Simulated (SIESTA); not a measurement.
## A short convergence ladder for Sc2Al (P3m1, 6 atoms in the cell)

```
Sc2Al
1.0
    4.87793     0.00000     0.00000
   -2.43897     4.22441     0.00000
    0.00000     0.00000     6.14294
Sc Al
4 2
Direct
  0.00000   0.00000   0.00814
  0.00000   0.00000   0.50000
  0.33333   0.66667   0.75000
  0.66667   0.33333   0.25000
  0.33333   0.66667   0.25000
  0.66667   0.33333   0.75000
```

Base method: SIESTA with GGA PBEsol, numerical atomic orbitals DZP, PseudoDojo PBEsol standard norm-conserving potentials (rewritten from UPF to PSML).

Base settings: XC.functional = GGA; XC.authors = PBEsol; potentials = PseudoDojo PBEsol standard; PAO.BasisSize = DZP; PAO.EnergyShift = 0.01 Ry; MeshCutoff = 400 Ry; kgrid.MonkhorstPack = 4 4 3; OccupationFunction = FD; ElectronicTemperature = 100 meV; MaxSCFIterations = 150.

Core times come from one kind of shared machine, to one figure; runs under 30 s give none.

**The k-point mesh**

The second cell is the first with its lattice scaled by 0.98.

Only quantities that move along the ladder and can be compared are tabulated.

| kgrid.MonkhorstPack | free energy less the last step's (meV/atom) | energy of the compressed cell less the first (meV/atom) | pressure (GPa) | largest difference of a force vector from the last step's (eV/Å) | core time / last (rough) |
|---|---|---|---|---|---|
| 2 2 1 | 109.96 | 14.62 | -0.35 | 0.077 | 1 |
| 3 3 2 | 0.44 | 1.98 | -1.82 | 0.011 | 1 |
| 4 4 3 | -2.60 | 2.34 | -1.82 | 0.002 | 1 |
| 5 5 4 | 0.00 | 2.05 | -1.85 | 0.000 | 1 |

Coarsest kgrid.MonkhorstPack that holds the pressure within 0.2 GPa of the last step, with all finer ones: 3 3 2; the step before is off by 1.5 GPa.

Coarsest kgrid.MonkhorstPack that holds the forces within 0.02 eV/Å of the last step, with all finer ones: 3 3 2; the step before is off by 0.077 eV/Å.

Coarsest kgrid.MonkhorstPack that holds the free energy within 5 meV/atom: not settled: the last two steps still differ by 2.6 meV/atom, over half the tolerance, so the ladder does not show it.

On the base run: the starting cell comes from a database of computed structures (which also holds hypothetical and non-ambient phases and stackings), without a prior relaxation at this level. Its lattice was rescaled by up to half a per cent. One atom was moved a little off its site on purpose. Values carry the incompleteness of an atom-centred basis. Without a gap this mesh is coarse (it stands for a supercell whose shortest vector is 18 Å).
